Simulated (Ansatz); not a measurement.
**Effect of biaxial strain −0.17 %, plane normal [001], relaxed out of plane on CsSnI3**

Base system: CsSnI₃ in the cubic perovskite structure (space group Pm-3m, No. 221; a = 6.2251 Å). Axes: x, y, z lie along the cube axes.

Perturbation: compressive biaxial strain of 0.17 % in the plane normal to [001], as in epitaxy on a mismatched substrate; the out-of-plane cell vector and the atoms relax.

Calculations: Ansatz (a program for electronic structure), r2SCAN, PAW, cutoff 500 eV, no spin-orbit coupling, earlier PAW set. k-mesh 6×6×6 (Γ-centred); smearing 0.05 eV (Fermi–Dirac).

* **Volume per atom**: 48.12 Å³ (base 48.25 Å³)
* **Space group**: P4/mmm (No. 123) (base Pm-3m (No. 221))
* **Shortest interatomic distance**: 3.107 Å (base 3.113 Å)
* **Energy relative to the base (free energy F)**: 0.0 meV/atom
* **Pressure (mean of the normal stresses, compression positive)**: 0.05 GPa (base 0.00 GPa)
* **Band gap**: 0.44 eV (base 0.46 eV)
* **Gap character**: direct at A
* **Hole mass**: 0.041 mₑ (at R) (base 0.042 mₑ (at R))
* **Out-of-plane strain**: +0.07 %
* **Mean in-plane stress (compression positive)**: +0.1 GPa

Cost of the whole job for the changed cell (relaxation, final SCF and bands): around 5 core-minutes (rough).

With I present, leaving out spin-orbit coupling can change the band edges. Masses are band curvatures over ±0.01 Å⁻¹ around the edge. Whether these cells are dynamically stable was not tested. Many cubic perovskites are stable only at high temperature; tilts and polar distortions were not tested. Labels are those of the standard path for the cell's own space group.
